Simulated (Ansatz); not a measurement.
Given:

End structure of a constructed model of the (0001) surface of wurtzite ZnO (in the relaxation 1 Al–O bonds formed; 1 O–Zn bonds broke), Zn-terminated, 2x2 Al adatom at T4 (bottom of the slab: 2 H on 4 bottom sites):

```xyz
43
Lattice="6.5590 0.0000 0.0000 -3.2795 5.6802 0.0000 0.0000 0.0000 30.0000" Properties=species:S:1:pos:R:3 pbc="T T T"
O      1.6556     0.9376     9.0816
O      4.9481     0.9301     9.0651
O      0.0288     3.7701     9.0651
O      3.2951     3.7778     9.0811
Zn    -0.1010     1.9517     9.6754
Zn     3.4060     1.8207     9.7332
Zn    -1.5135     4.6604     9.7332
Zn     1.5385     4.7920     9.6743
O      0.0000     1.8934    11.7090
O      3.2795     1.8934    11.7090
O     -1.6397     4.7335    11.7090
O      1.6397     4.7335    11.7090
Zn     1.6397     0.9467    12.3492
Zn     4.9192     0.9467    12.3492
Zn     0.0000     3.7868    12.3492
Zn     3.2795     3.7868    12.3492
O      1.6487     0.9415    14.3419
O      4.9206     0.9506    14.3611
O     -0.0027     3.7837    14.3611
O      3.2819     3.7854    14.3646
Zn     0.0159     1.8842    14.9847
Zn     3.2741     1.8848    15.0006
Zn    -1.6349     4.7425    15.0006
Zn     1.6339     4.7369    14.9912
O      0.0445     1.8677    16.9954
O      3.2627     1.8758    17.0119
O     -1.6329     4.7569    17.0119
O      1.6201     4.7449    17.0139
Zn     1.6426     0.9450    17.7617
Zn     4.9401     0.9875    17.6147
Zn    -0.0249     3.7484    17.6147
Zn     3.2863     3.7829    17.5515
O      1.7928     0.8583    19.7887
O      4.9505     0.9725    19.6276
O     -0.0067     3.7469    19.6276
O      3.2492     3.8043    19.5692
Zn    -0.5756     2.2257    20.9454
Zn     3.4483     2.0018    20.4022
Zn    -1.6492     4.5331    20.4022
Zn     1.5996     4.7567    19.8966
H      1.6708     0.9288     8.1093
H      3.3098     3.7693     8.1087
Al     1.4555     1.0531    21.5977
```

Slab: 43 atoms, 13.9 Å thick at the start with caps and adatoms (thin: gaps and levels are the slab's own); k 4x4x1, smearing 0.025 eV, dipole-corrected; 8 atoms held, the rest relaxed; held to the start's symmetry, so lower structures may exist; spin-polarised, ending with about 0.8 μB a cell, a value that depends on the mesh; orders that need a larger cell were not tried, no spin-orbit, no U. The slab shows no gap on its mesh. In PBE it is, or lies within 0.01 eV a 1x1 cell of, the lowest of the 2 structures of its composition computed so far; subsurface sites and larger cells were not tried.

Q: Estimate the work function of the top face that PBE (Ansatz, a quantum-chemistry and plane-wave program) returns for this input.

A: 4.20 eV
